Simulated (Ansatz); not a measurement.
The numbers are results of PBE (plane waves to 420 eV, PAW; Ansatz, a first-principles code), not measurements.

Electrostatic potential energy of an electron, averaged over planes parallel to the surface, in eV from the Fermi level, for C on the 1x1 (0001) surface of hcp Ti, one in a 2x2 cell, started at the site 'bridge Ti-Ti (span 2.9 Å)':

(z (Å), V (eV)): (5.20, 4.39); (5.49, 4.39); (5.78, 4.38); (6.07, 4.37); (6.36, 4.35); (6.64, 4.32); (6.93, 4.25); (7.22, 4.12); (7.51, 3.88); (7.80, 3.42); (8.09, 2.61); (8.38, 1.17); (8.67, -1.41); (8.96, -6.22); (9.24, -10.77); (9.53, -12.79); (9.82, -12.00); (10.11, -8.56); (10.40, -3.77); (10.69, -1.41); (10.98, -3.48); (11.27, -8.21); (11.56, -11.75); (11.84, -12.61); (12.13, -10.58); (12.42, -6.00); (12.71, -1.39); (13.00, -0.02); (13.29, -1.64); (13.58, -6.36); (13.87, -10.79); (14.16, -12.63); (14.44, -11.59); (14.73, -7.86); (15.02, -3.10); (15.31, -1.05); (15.60, -2.95); (15.89, -7.62); (16.18, -11.41); (16.47, -12.80); (16.76, -12.00); (17.04, -9.00); (17.33, -4.27); (17.62, -0.27); (17.91, 2.38); (18.20, 3.64); (18.49, 4.24); (18.78, 4.53); (19.07, 4.67); (19.36, 4.73); (19.64, 4.76); (19.93, 4.78); (20.22, 4.79); (20.51, 4.79); (20.80, 4.79); (21.09, 4.79); (21.38, 4.80); (21.67, 4.80)

Model: 17-atom slab, 6.8 Å thick at the start under the adsorbate (thin: gaps and levels are the slab's own), 6x6x1 mesh, Fermi-Dirac 0.1 eV, dipole correction, 8 atoms held, the rest relaxed; symmetry of the start imposed; no spin, no spin-orbit, no U, no dispersion correction. At the end it is bonded to 3 Ti. In PBE it is, or lies within 0.03 eV of, the lowest of the starts that converged.

### Question
The surface cell has an area of 29.91 Å². What dipole along the normal does the step between the two vacuum levels imply?

### Answer
the top vacuum level lies 0.40 eV above the bottom one; p = −ε₀ A ΔV (ε₀ = 0.005526 e/(V·Å)) gives -0.07 e·Å a cell.
